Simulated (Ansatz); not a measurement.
Band structure of NaH (Fm-3m, 2 atoms in the cell).

```yaml
crystal:
  lattice:
    - [0.00000, 2.44000, 2.44000]
    - [2.44000, 0.00000, 2.44000]
    - [2.44000, 2.44000, 0.00000]
  atoms:
    - { symbol: Na, position: [0.00000, 0.00000, 0.00000] }
    - { symbol: H, position: [0.50000, 0.50000, 0.50000] }
```

Level of theory: PBE (plane waves, PAW; Ansatz, a program for electronic structure).

Settings: kpoints.mp_grid.grid = 6 6 6; hamiltonian.xc = pbe; hamiltonian.pseudopotentials = {kind: paw} (the program's default PAW files); scf.occupations.method = fermi_dirac; scf.occupations.width = 0.05 eV; kpoints.band_path.npoints = 8.

The starting cell has typed, rounded lattice constants, without a prior relaxation at this level.

Q: Predict the gap along the standard path and the places of the band edges.

A: The gap along the path is 3.71 eV, from W to L; the smallest direct gap on it is 4.56 eV.

Levels in eV from the top of the valence band on the path, bands 2 to 8:
| point | 2 | 3 | 4 | 5 | 6 | 7 | 8 |
|---|---|---|---|---|---|---|---|
| Γ | -22.16 | -22.16 | -22.16 | -3.53 | 10.17 | 15.38 | 15.38 |
| X | -22.23 | -22.19 | -22.19 | -0.17 | 4.58 | 9.93 | 10.49 |
| W | -22.21 | -22.21 | -22.19 | 0.00 | 5.95 | 5.95 | 8.20 |
| K | -22.22 | -22.21 | -22.18 | -0.11 | 5.26 | 6.26 | 11.08 |
| L | -22.24 | -22.17 | -22.17 | -0.84 | 3.71 | 10.58 | 13.20 |
| U | -22.22 | -22.21 | -22.18 | -0.11 | 5.26 | 6.26 | 11.08 |

Keys are those of Ansatz 0.2.
